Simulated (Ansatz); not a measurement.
## CuI: response to strain

Consider CuI in the zinc blende structure (space group F-43m, No. 216).

```xyz
2
Lattice="0.0000 2.9309 2.9309 2.9309 0.0000 2.9309 2.9309 2.9309 0.0000" Properties=species:S:1:pos:R:3 pbc="T T T"
Cu     0.0000     0.0000     0.0000
I      1.4655     1.4655     1.4655
```

Strains are applied to the cell and any free atomic positions relax.

Calculations: LDA (Ansatz, a program for electronic structure), without spin-orbit coupling.

Notes on the quantities. energy relative to the base: free energy F.

```
case                      energy relative to the base  volume per atom  width of the top valence band
------------------------  ---------------------------  ---------------  -----------------------------
base                                       0 meV/atom         25.18 Å³                        1.92 eV
isotropic strain −2.00 %                 +17 meV/atom         23.70 Å³                     (withheld)
isotropic strain −1.50 %                   (withheld)         24.06 Å³                        2.12 eV
isotropic strain −1.00 %                +4.2 meV/atom         24.43 Å³                        2.05 eV
isotropic strain −0.50 %                +1.0 meV/atom         24.80 Å³                        1.99 eV
isotropic strain +0.50 %                +1.0 meV/atom         25.56 Å³                        1.86 eV
isotropic strain +1.50 %                +8.5 meV/atom         26.33 Å³                        1.74 eV
isotropic strain +2.00 %                 +15 meV/atom         26.72 Å³                        1.69 eV
isotropic strain +2.50 %                 +23 meV/atom         27.11 Å³                        1.63 eV
isotropic strain +3.00 %                 +32 meV/atom         27.51 Å³                        1.58 eV
```

Task: Complete the table.

Result: 
- isotropic strain −2.00 %, width of the top valence band: 2.19 eV
- isotropic strain −1.50 %, energy relative to the base: +9.6 meV/atom

With I present, leaving out spin-orbit coupling can change the band edges. The levels and masses belong to the bands next to the band gap. No phonon test of stability was made. All final runs are without spin polarisation.
